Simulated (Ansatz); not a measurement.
LiF (P6₃mc, No. 186; start mp-1185301; another space group than a measured phase of this formula) was calculated with HSE06 (PAW; Ansatz, a quantum-chemistry and plane-wave program).

Input file:

Ansatz 0.2 input:
```yaml
crystal:
  lattice:
    - [3.095694602, 0.0, 0.0]
    - [-1.547847301, 2.6809501677, 0.0]
    - [0.0, 0.0, 4.8097133723]
  atoms:
    - { symbol: Li, position: [0.3333333333, 0.6666666667, 0.3823571142] }
    - { symbol: Li, position: [0.6666666667, 0.3333333333, 0.8823571142] }
    - { symbol: F, position: [0.3333333333, 0.6666666667, 0.9926328858] }
    - { symbol: F, position: [0.6666666667, 0.3333333333, 0.4926328858] }
basis:
  ecutwfc: 460
  ecutrho_ratio: 4
  xc_grid: 2
kpoints:
  mp_grid: { grid: [9, 9, 6] }
hamiltonian:
  xc: hse06
  dispersion: none
  pseudopotentials: { azcp: { folder: ./paw }, kind: paw }
scf:
  occupations: { method: fermi_dirac, width: 0.01 }
  convergence: { dr2_threshold: 0.0000000004 }
output:
  forces: true
  stress: true
  eigenvalues: true
```

Output (set-up and result lines):

```
WARN output.stress: scf.exx.energy_threshold = 1e-6 eV is looser than the 4e-8 eV advised for a stress under a hybrid functional (1e-8 eV for each atom of the …
Crystal: 4 atoms, lattice volume = 39.918 Å³
Basis set: ecut = 460 eV, 905 PW (Γ), exchange–correlation on 48×48×72 points (8 copies of the dense FFT grid, shifted against one another)
Bands: 14, of which v1, the nominal top of the filled ones, is band 10 counted from 1 (9 counted from 0)
Symmetry: 12 space group operations
Space group: P63mc (ITA 186), of the structure as read, at distance tolerance 3.4e-5 Å
k-points: 48 of 486 (time reversal used)
Initial density: superposition of atomic densities (chi_scale 0.1, normalization cell, long waves kept (reshape's long-wave potential 0.00 eV rms))
SCF iter   1: F=—  HF=-2032.208976 eV  |F-HF|=—  |Δ(HF+E_count)|=         —  Δρ=5.64e-2  dr2=8.40e-1
SCF iter   2: F=—  HF=-2032.321091 eV  |F-HF|=—  |Δ(HF+E_count)|=   1.12e-1  Δρ=2.80e-2  dr2=2.11e-1
  ...
Crystal: 4 atoms, lattice volume = 39.918 Å³
Initial density: handed on by an earlier stage of this run
Crystal: 4 atoms, lattice volume = 39.918 Å³
SCF iter   3: F=—  HF=-2032.241516 eV  |F-HF|=—  |Δ(HF+E_count)|=   8.83e-8  Δρ=1.23e-5  dr2=1.57e-8
SCF iter   4: F=-2032.241516 eV  HF=-2032.241516 eV  |F-HF|=5.41e-11  |Δ(HF+E_count)|=   8.79e-9  Δρ=7.29e-7  dr2=8.02e-11
SCF 3 converged in 4 iterations: F = -2032.241516 eV  dr2 = 8.02e-11
Free energy (F): -2032.241516 eV
Internal energy: -2032.241516 eV  (E = F + TS)
E sigma→0 (E₀):  -2032.241516 eV
Fermi energy:    2.410309 eV
--- Stress (GPa, compression-positive) ---
       -0.049406       0.000000      -0.000000
        0.000000      -0.049406       0.000000
       -0.000000       0.000000       0.199877
  P = ⅓ Tr σ = 0.0337 GPa (0.337 kbar)
```

The PAW data were made under PBE.

A start named mp-… is a Materials Project structure, which can be a computed phase never made.
